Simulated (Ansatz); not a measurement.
The starting structures come from a database of crystals and need not be the phases stable at ambient conditions.

 Where the default PAW files enter, the runs use the earlier of Ansatz's two default sets.

By LDA and PBEsol, the system below comes out a metal.

Input:

```xyz
3
Lattice="4.1229 0.0000 0.0000 -2.0615 3.5706 0.0000 0.0000 0.0000 5.1389" Properties=species:S:1:pos:R:3 pbc="T T T"
Ba     0.0000     0.0000     0.0000
Si     2.0615     1.1902     2.5694
Si     0.0000     2.3804     2.5694
```

Space group of this cell: P6/mmm. The cell is taken as given; by PBEsol its mean pressure is -2.0 GPa.

The current runs along the normal of the first two printed vectors, the (001) plane. All runs by Ansatz (a first-principles code), plane waves and PAW, without spin-orbit coupling; the base is PBEsol.

| run | mean pressure (GPa) | G/A, both spins (10¹⁵ S/m²) |
|---|---|---|
| base | -2.0 | 0.33 |
| all lengths scaled by 0.98 | 1.3 | 0.36 |
| all lengths scaled by 1.02 | -4.2 | ? |
| lda in place of pbesol | -3.3 | 0.34 |
| lengths across the current scaled by 0.98, ions clamped | 0.2 | 0.35 |
| lengths across the current scaled by 1.02, ions clamped | -3.5 | 0.33 |
| lengths along the current scaled by 0.97, ions clamped | -0.5 | 0.35 |
| lengths along the current scaled by 1.03, ions clamped | -3.2 | 0.33 |

Q: Some entries are withheld; supply them.

A: 
- all lengths scaled by 1.02, G/A, both spins (10¹⁵ S/m²): 0.31
